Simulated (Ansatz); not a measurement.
**Competing hops of interstitial Li in zinc-blende GaAs, charge state +1**

Defect: interstitial Li in zinc-blende GaAs, charge state +1. All values below come from PBE, PAW (plane waves to 420 eV; Ansatz, a quantum-chemistry and plane-wave program).

64-site cell at the relaxed PBE lattice, one k-point at (0.250, 0.250, 0.250), smearing 0.05 eV, spin-restricted, no finite-size correction. No zero-point or tunnelling terms. PBE gaps are too small, and in this host the defect's levels may merge with the bands. The charge state is imposed; whether it is stable for some Fermi level was not computed. Sites that were not tried may lie lower.

Barriers: single points on a 2×2×2 k-point mesh shifted by half a step at the bands' geometries.

```json
[
 {"Route": "Li moves alone to another site", "Start site over the lowest site run (eV)": "0.00", "Hop (Å)": "2.50", "Forward barrier (eV)": "0.45", "Backward barrier (eV)": "0.33", "Neighbours at the start": "3 As at 2.52, As at 2.57; 3 Ga at 2.91, 3 Ga at 2.94 Å", "Neighbours at the saddle": "2 As at 2.43, As at 2.46; 3 Ga at 2.54 Å", "Saddle order": "not checked, on a symmetry element", "Forward, on the band's own sampling (eV)": "0.46"}
]
```

Paths come from CI-NEB runs.  A band can be held on a symmetry element, so unchecked saddle points there may be too high.

The whole set of runs took around 3 core-hours (rough).
